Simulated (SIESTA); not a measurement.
A relaxation of cell and atoms of NiHO2 (P1, 4 atoms in the cell) with SIESTA.

Method of the run: SIESTA with LDA PW92, numerical atomic orbitals DZP, PseudoDojo LDA standard norm-conserving potentials (rewritten from UPF to PSML).

```yaml
crystal:
  lattice:
    - [2.67589, -1.42626, 0.00000]
    - [2.67589, 1.42626, 0.00000]
    - [-1.13547, 0.00000, 4.40482]
  atoms:
    - { symbol: Ni, position: [0.00294, 0.00115, 0.99864], spin: 2.0 }
    - { symbol: H, position: [0.49077, 0.48696, 0.46441] }
    - { symbol: O, position: [0.40046, 0.40571, 0.23326] }
    - { symbol: O, position: [0.60584, 0.60618, 0.77044] }
```
(The spins are starting values, not results.)

Reference input (self-consistent single point, DFT, LDA PW92, numerical atomic orbitals DZP, PseudoDojo LDA standard norm-conserving potentials (rewritten from UPF to PSML)): XC.functional = LDA; XC.authors = PW92; potentials = PseudoDojo LDA standard; PAO.BasisSize = DZP; PAO.EnergyShift = 0.005 Ry; MeshCutoff = 350 Ry; kgrid.MonkhorstPack = 7 7 4; OccupationFunction = MP; OccupationMPOrder = 0; ElectronicTemperature = 1578.21 K; Spin = polarized; DM.InitSpin = [1 +2.00, 2 +0.00, 3 +0.00, 4 +0.00]. This run's input differs from it in these lines:

```diff
@@ -52,2 +52,7 @@
 Diag.ParallelOverK           true
+MD.TypeOfRun                 CG
+MD.Steps                     40
+MD.MaxForceTol               0.02 eV/Ang
+MD.VariableCell              true
+MD.MaxStressTol              0.05 GPa
 WriteForces                  true
```

Output (repeated stretches shortened):

```
        iscf     Eharris(eV)        E_KS(eV)     FreeEng(eV)     dDmax    Ef(eV) dHmax(eV)
   scf:    1    -5413.066962    -5454.694439    -5454.745370  0.691868 -3.009117 27.932416
     spin moment: {S} , |S| = {        0.0        0.0    2.83485 }     2.83485
   scf:    2    -5478.263534    -5468.053816    -5468.108652  0.376915 -4.778441 14.946084
     spin moment: {S} , |S| = {        0.0        0.0    1.64459 }     1.64459
   scf:    3    -5468.422398    -5472.993437    -5473.002024  0.162867 -6.051915  6.169913
     spin moment: {S} , |S| = {        0.0        0.0    0.99403 }     0.99403
   [... lines left out ...]
     spin moment: {S} , |S| = {        0.0        0.0    0.97083 }     0.97083
   scf:   23    -5474.054764    -5474.054765    -5474.065871  0.000015 -5.651452  0.000659
     spin moment: {S} , |S| = {        0.0        0.0    0.97080 }     0.97080
   scf:   24    -5474.054764    -5474.054764    -5474.065871  0.000011 -5.651435  0.000597
     spin moment: {S} , |S| = {        0.0        0.0    0.97078 }     0.97078
   scf:   25    -5474.054764    -5474.054764    -5474.065871  0.000009 -5.651421  0.000545
     spin moment: {S} , |S| = {        0.0        0.0    0.97076 }     0.97076
SCF Convergence by DM+H criterion
max |DM_out - DM_in|         :     0.0000090481
max |H_out - H_in|      (eV) :     0.0005449614
SCF cycle converged after 25 iterations

Using DM_out to compute the final energy and forces

siesta: E_KS(eV) =            -5474.0548

siesta: E_KS - E_eggbox =     -5474.0548

siesta: Atomic forces (eV/Ang):
     1    0.110993    0.127640   -0.160466
   [... lines left out ...]
siesta: Pressure (static):       -124.06118701  kBar
siesta: Pressure (total):       -124.06118701  kBar
No target stress found, assuming hydrostatic MD.TargetPressure.
Target stress (kBar)
outcell: Cell volume (Ang**3)        :     30.8080
        iscf     Eharris(eV)        E_KS(eV)     FreeEng(eV)     dDmax    Ef(eV) dHmax(eV)
siesta: Pressure (static):         10.17769523  kBar
siesta: Pressure (total):         10.17769523  kBar
outcell: Cell volume (Ang**3)        :     30.8080
siesta: FreeEng =     -5474.364413
   [... lines left out ...]

Species: H
Atom  Qatom  Qorb
               1s      1s      2Ppy    2Ppz    2Ppx
   2  0.541   0.238   0.173   0.020   0.090   0.020

Species: O
Atom  Qatom  Qorb
               2s      2s      2py     2pz     2px     2py     2pz     2px
               3Pdxy   3Pdyz   3Pdz2   3Pdxz   3Pdx2-y2
   3  3.121   0.838   0.027   0.809   0.615   0.807  -0.044   0.088  -0.042
              0.005   0.003   0.005   0.004   0.005
   4  3.118   0.830   0.030   0.813   0.595   0.809  -0.043   0.103  -0.041
              0.005   0.003   0.006   0.004   0.005

mulliken: Qtot =       15.020

Mulliken Atomic Populations:
Atom #   charge [q] valence [e]      Sz [e]  Species
     1     0.813800   17.186200    0.703775  Ni
     2    -0.094967    1.094967    0.013696  H
     3    -0.364021    6.364021    0.122345  O
     4    -0.354813    6.354813    0.119238  O
 Total    -0.000000                0.959055
```

The relaxation ended unconverged. 

The starting cell comes from a database of computed structures (which also holds hypothetical and non-ambient phases and stackings), without a prior relaxation at this level. Its atoms were displaced at random from the sites of space group no. 8. Values carry the incompleteness of an atom-centred basis.

Cost on one core of a shared machine: roughly 10 min.
